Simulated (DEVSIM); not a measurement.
**abrupt GaAs p-n junction**

System: abrupt GaAs p-n junction, at 300 K.

```
layer (left to right)  material  thickness (μm)  Nd (cm⁻³)  Na (cm⁻³)  τn (s)  τp (s)
---------------------  --------  --------------  ---------  ---------  ------  ------
1                          GaAs           0.320          -     3.6e17  3.9e-9  3.9e-9
2                          GaAs            32.0     2.2e15          -  3.9e-9  3.9e-9
```

Left contact: ohmic. Right contact: ohmic. Voltage is applied to the left contact. Recombination: SRH at mid-gap, radiative, Auger. Mobility is μmin + (μ − μmin)/(1 + (N/Nref)^α).

This is a model device: material constants are rounded textbook-type values typed into the input, and sizes, dopings and lifetimes were drawn at random. Values at 300 K.

```
parameter        GaAs
-------------  ------
gap (eV)        1.424
affinity (eV)    4.07
permittivity     12.9
Nc (cm⁻³)      4.7e17
Nv (cm⁻³)        9e18
μn (cm²/Vs)      8500
μp (cm²/Vs)       400
μn,min            500
μp,min             20
Nref,n           6e16
Nref,p         1.5e17
αn               0.39
αp               0.38
B (cm³/s)       2e-10
Cn (cm⁶/s)      1e-30
Cp (cm⁶/s)      1e-30
```

Model (solved in DEVSIM): 1D drift-diffusion, Boltzmann statistics, complete ionisation; no tunnelling, impact ionisation, image-force lowering or self-heating.

Potential step across the device at zero bias: 1.202 V
Largest field in the device at zero bias: 38000 V/cm
Dark forward voltage at 1 A/cm²: 0.988 V
Dark forward voltage at 100 A/cm²: 1.246 V

Dark forward current:

```json
[
 {"V (V)": "0.05", "J (A/cm²)": "4.0e-10"},
 {"V (V)": "0.10", "J (A/cm²)": "1.4e-9"},
 {"V (V)": "0.20", "J (A/cm²)": "1.1e-8"},
 {"V (V)": "0.25", "J (A/cm²)": "3.1e-8"},
 {"V (V)": "0.30", "J (A/cm²)": "8.4e-8"},
 {"V (V)": "0.40", "J (A/cm²)": "6.3e-7"},
 {"V (V)": "0.45", "J (A/cm²)": "1.7e-6"},
 {"V (V)": "0.55", "J (A/cm²)": "1.3e-5"},
 {"V (V)": "0.60", "J (A/cm²)": "3.7e-5"},
 {"V (V)": "0.65", "J (A/cm²)": "0.00011"},
 {"V (V)": "0.75", "J (A/cm²)": "0.00095"},
 {"V (V)": "0.80", "J (A/cm²)": "0.0032"},
 {"V (V)": "0.85", "J (A/cm²)": "0.012"},
 {"V (V)": "0.95", "J (A/cm²)": "0.28"},
 {"V (V)": "1.00", "J (A/cm²)": "1.5"},
 {"V (V)": "1.10", "J (A/cm²)": "19"},
 {"V (V)": "1.15", "J (A/cm²)": "41"},
 {"V (V)": "1.20", "J (A/cm²)": "70"},
 {"V (V)": "1.30", "J (A/cm²)": "140"},
 {"V (V)": "1.35", "J (A/cm²)": "180"},
 {"V (V)": "1.40", "J (A/cm²)": "220"},
 {"V (V)": "1.50", "J (A/cm²)": "310"},
 {"V (V)": "1.55", "J (A/cm²)": "360"},
 {"V (V)": "1.65", "J (A/cm²)": "460"},
 {"V (V)": "1.70", "J (A/cm²)": "520"},
 {"V (V)": "1.75", "J (A/cm²)": "570"},
 {"V (V)": "1.85", "J (A/cm²)": "680"},
 {"V (V)": "1.90", "J (A/cm²)": "740"}
]
```

Dark reverse current:

| V (V) | J (A/cm²) |
|---|---|
| -0.10 | -3.4e-10 |
| -0.25 | -6.7e-10 |
| -0.50 | -1.2e-9 |
| -0.75 | -1.6e-9 |
| -1.00 | -2.0e-9 |
| -1.50 | -2.7e-9 |
| -2.00 | -3.3e-9 |
| -2.50 | -3.9e-9 |
| -3.25 | -4.6e-9 |
| -4.00 | -5.3e-9 |
| -5.00 | -6.1e-9 |
